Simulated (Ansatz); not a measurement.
Consider BAs in the wurtzite structure (space group P6_3mc, No. 186; a = 3.354 Å, c = 5.554 Å; a cell from a computed database, its experimental status unchecked). Axes: x lies along a and z along c of the hexagonal cell.

The change: uniaxial strain ε_zz = +0.64 %, all other strain components held at zero, atoms relaxed at fixed cell.

Levels (all Ansatz, an electronic-structure program, PAW): PBEsol (420 eV, no spin-orbit coupling); r2SCAN (500 eV, no SOC); HSE06 (420 eV, no spin-orbit coupling).

At the geometry relaxed with PBEsol, these levels gave the following band gaps, in shuffled order: (a) 1.06 eV, (b) 1.81 eV, (c) 1.36 eV.

Q: Match each gap to its level.

A: (a) PBEsol; (b) HSE06; (c) r2SCAN.

Single points use the geometry relaxed with PBEsol. HSE06 was sampled on its mesh, a few special points and the semilocal edge points, so its gap is an upper bound. Whether these cells are dynamically stable was not tested. This is not the structure that BAs has at room temperature and ambient pressure.
